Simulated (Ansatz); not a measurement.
The starting structures come from a database of crystals and need not be the phases stable at ambient conditions.

By PBEsol, the system below comes out a metal.

A figure of merit of an interconnect metal is its ballistic conductance per area.

Given:

```yaml
crystal:
  lattice:
    - [5.50633, 0.00000, 0.00000]
    - [2.75316, 6.48370, 0.00000]
    - [2.75316, 0.00000, 2.75316]
  atoms:
    - { symbol: Sr, position: [0.35106, 0.29788, 0.00000] }
    - { symbol: Sr, position: [0.64894, 0.70212, 0.00000] }
    - { symbol: Mo, position: [0.00000, 0.00000, 0.00000] }
    - { symbol: O, position: [0.50000, 0.00000, 0.50000] }
    - { symbol: O, position: [0.00000, 0.00000, 0.50000] }
    - { symbol: O, position: [0.83682, 0.32636, 0.00000] }
    - { symbol: O, position: [0.16318, 0.67364, 0.00000] }
```

Space group of this cell: I4/mmm. The cell is taken as given; by PBEsol its mean pressure is -3.0 GPa.

The current flows along the normal of the first two printed cell vectors, the (110) plane of the conventional cell. No spin-orbit coupling; the value is a mean over 0.1 eV about the Fermi level.

Compute, with PBEsol (Ansatz, a quantum-chemistry and plane-wave program), the ballistic conductance per area.

0.60 × 10¹⁵ S/m² for both spins.
